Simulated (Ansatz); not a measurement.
Amorphous Nb₁₆O₄₁H₂, 59 atoms at 4.22 g/cm³, one PBE-relaxed geometry, zone centre. Methods: PBE, scalar-relativistic without spin-orbit coupling (Ansatz, an electronic-structure program); r2SCAN, scalar-relativistic without spin-orbit coupling (Ansatz); HSE06, scalar-relativistic without spin-orbit coupling (Ansatz). Plane waves to 420 eV (r2SCAN 500 eV); exact exchange is cut at the cell's faces. At PBE the levels at the filled edge of the gap are localised (band-tail or defect states). The higher rungs were started with moments on some atoms, which died out.

A CHGNet melt-quench gave the starting glass, which DFT then relaxed. O atoms were pushed apart under 1.9 Å during the dynamics, to hinder bonds among them. The hot cell started wider than the set density and was brought back towards it in steps. It is the lowest in DFT energy of 2 quenches. It is a model cell: composition and starting density were chosen by hand, and all elements were melted together. No dispersion term was used. Its density started from a set value of 4.22 and ended at 4.22 g/cm³. The simulated quench (nominally 440 K/ps over its main leg) is rapid and tends to freeze in more defects than a deposited or slowly cooled glass has. One small periodic cell is one sample of the glass; other quenches scatter about these values. The volume was held where the preparation left it, at a PBE pressure of 1.6 GPa. Stress components on the final sampling reach 3.1 GPa. On a 2×2×2 Γ-centred mesh force components of up to 0.12 eV/Å stay, since the relaxation ran on the zone centre alone.

The relaxation ran on the zone centre alone. At PBE the level gap is 2.88 eV on a 2×2×2 Γ-centred mesh, and the spacing at the zone centre alone 2.98 eV.

Task: What zone-centre spacing does r2SCAN give, roughly?

Result: 3.36 eV (+0.38 eV against PBE).

Task: What zone-centre spacing does HSE06 give, roughly?

Result: 4.42 eV (+1.44 eV against PBE).

The highest filled and the lowest empty state spread over these numbers of atoms (participation numbers): PBE: 9.8 and 10.1; r2SCAN: 10.0 and 9.7; HSE06: 10.8 and 13.1.
